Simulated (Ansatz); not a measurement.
Start from C in the diamond structure (space group Fd-3m, No. 227; a = 3.5317 Å). Axes: x, y, z lie along the cube axes.

Computed with LDA (Ansatz, a program for electronic structure), no spin-orbit coupling.

Strains are applied to the cell and any free atomic positions relax; under biaxial strain the out-of-plane vector relaxes too.

One change was made to it. Results:

```csv
quantity,base,after
shortest interatomic distance,1.529 Å,1.524 Å
band gap,4.17 eV,4.19 eV
"valence-band top at Γ (three highest levels, from the VBM)","0.00, 0.00, 0.00 eV","0.00, 0.00, -0.02 eV"
```

Name the change that was made.
A) biaxial strain −2.50 %, plane normal [111], relaxed out of plane
B) biaxial strain −0.42 %, plane normal [111], relaxed out of plane
C) biaxial strain +1.25 %, plane normal [111], relaxed out of plane
D) biaxial strain −1.67 %, plane normal [111], relaxed out of plane

B, biaxial strain −0.42 %, plane normal [111], relaxed out of plane. For comparison, the valence-band top at Γ in the other runs: biaxial strain −1.67 %, plane normal [111], relaxed out of plane gives 0.00, 0.00, -0.11 eV; biaxial strain −2.50 %, plane normal [111], relaxed out of plane gives 0.00, 0.00, -0.19 eV; biaxial strain +1.25 %, plane normal [111], relaxed out of plane gives 0.00, -0.04, -0.04 eV.

Whether these cells are dynamically stable was not tested.
